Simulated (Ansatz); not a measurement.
## Elastic constant C12 of CsCl-type CoGa at several levels of theory

No measured value is used here.

| level (code) | value (GPa) | cell (Å³/atom) |
|---|---|---|
| LDA (Ansatz) | 195 | 11.09 |
| PBE (Ansatz) | 156 | 11.96 |
| PBEsol (Ansatz) | 177 | 11.45 |
| PBE-D3(BJ) (Ansatz) | ___ | 11.57 |
| r²SCAN (Ansatz) | 165 | 11.50 |
| HSE06 (Ansatz) | ___ | 11.45 |

Q: What belongs in the gaps?

A: 
- PBE-D3(BJ) (Ansatz, a first-principles code), value (GPa): 169
- HSE06 (Ansatz), value (GPa): 148

The crystal itself was run without spin with LDA, PBE, PBEsol, PBE-D3(BJ), r²SCAN, HSE06; a magnetic state was not tried in these runs. PBE-D3(BJ): the dispersion coefficients are held fixed in the derivatives. HSE06: hybrids on metals are sensitive to the k mesh. HSE06: the run warned that the count of filled bands differs between k points. Each level is taken at its own relaxed cell. Cutoffs and k meshes differ between the levels. Ansatz's density-functional and Hartree–Fock values are scalar-relativistic unless marked +SOC, with PAW data made under PBE.
